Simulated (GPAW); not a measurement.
Band structure of CaTiS2 (P-3m1, 4 atoms in the cell).

```
CaTiS2
1.0
    3.64514     0.00000     0.00000
   -1.82257     3.15678     0.00000
    0.00000     0.00000     6.54150
Ca Ti S
1 1 2
Cartesian
  0.00000   0.00000   3.27075
  0.00000   0.00000   0.00000
  0.00000   2.10452   5.10459
  1.82257   1.05226   1.43691
```

Computed with PBEsol, GPAW PAW datasets PBEsol (made by gpaw-setup) (plane waves; GPAW).

Settings: mode = pw; ecut = 850 eV; xc = PBEsol; kpts = 7 7 4; mesh shift (steps) = 0 0 0; occupations.name = fermi-dirac; occupations.width = 0.1 eV; nbands = -12; convergence.density = 1e-05 e/electron; convergence.energy = 1e-05 eV/electron; symmetry.symmorphic = false; symmetry.tolerance = 0.0005; maxiter = 100; bandpath_npoints = 40.

The starting cell comes from a database of computed structures (which also holds hypothetical and non-ambient phases and stackings), without a prior relaxation at this level. Spin polarisation is off, so a magnetic state, if there is one, cannot be reached.

Levels in eV from the Fermi level, bands 14 to 21:
| point | 14 | 15 | 16 | 17 | 18 | 19 | 20 | 21 |
|---|---|---|---|---|---|---|---|---|
| Γ | -2.86 | -2.28 | -2.28 | -0.97 | -0.16 | -0.16 | 0.95 | 0.95 |
| M | -4.35 | -4.21 | -3.47 | -1.18 | 0.63 | 0.84 | 1.10 | 1.71 |
| K | -4.48 | -4.48 | -4.14 | 0.29 | 0.64 | 0.64 | 1.18 | 1.18 |
| A | -3.92 | -2.78 | -2.78 | -0.04 | -0.04 | 0.21 | 1.39 | 1.98 |
| L | -4.30 | -3.99 | -3.74 | -0.76 | 0.53 | 0.86 | 1.10 | 2.06 |
| H | -4.78 | -4.42 | -4.42 | 0.41 | 0.41 | 0.47 | 1.49 | 1.49 |

Bands cross the Fermi level along this path, so the cell is metallic at this level.
